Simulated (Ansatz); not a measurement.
An Ansatz (an electronic-structure program) input (Kohn–Sham DFT with the PBEsol functional, run in Ansatz with PAW and 420 eV plane waves, spin-orbit coupling left out):

Ansatz 0.2 input:
```yaml
crystal:
  lattice:
    - [2.9095456852, -5.4948868217, 0]
    - [2.9095456852, 5.4948868217, 0]
    - [0, 0, 4.4596067096]
  atoms:
    - { symbol: Pb, position: [0, 0, 0] }
    - { symbol: Ge, position: [0.5, 0, 0.5] }
    - { symbol: Ge, position: [0, 0.5, 0.5] }
    - { symbol: Ge, position: [0.5, 0.5, 0] }
    - { symbol: W, position: [0.7149569843, 0.2850430157, 0] }
    - { symbol: W, position: [0.2920538919, 0.2920538919, 0.5] }
    - { symbol: W, position: [0.7079461081, 0.7079461081, 0.5] }
    - { symbol: W, position: [0.2850430157, 0.7149569843, 0] }
basis: { ecutwfc: 420, ecutrho_ratio: 4, xc_grid: 2, fft_grid_basis: typed }
kpoints: { mp_grid: { grid: [9, 9, 11] } }
hamiltonian:
  xc: pbesol
  dispersion: none
  pseudopotentials: { kind: paw }
scf: { occupations: { method: fermi_dirac, width: 0.05 }, convergence: { dr2_threshold: 0.0000000008 } }
output: { forces: true, stress: true }
checkpoint: { write: state.ck, write_every: 1000 }
```

### Question
Which symmetry and how many k-points will the program report, and about how many plane waves at Γ?

### Answer
Space group Cmmm (ITA 65) with 8 operations, k-points 150 of 891, and 2781 plane waves at Γ.

Each cell is one ordered arrangement of few atoms, which overstates ordering effects compared with a random alloy. Stability against distortions was not tested. All final runs are without spin polarisation. The cell was made from WGe by this change: x(Pb) = 0.25, 8 atoms, Cmmm. Under x(Pb) = 0.25, 8 atoms, Cmmm the cell changed shape so far that it is another structure.
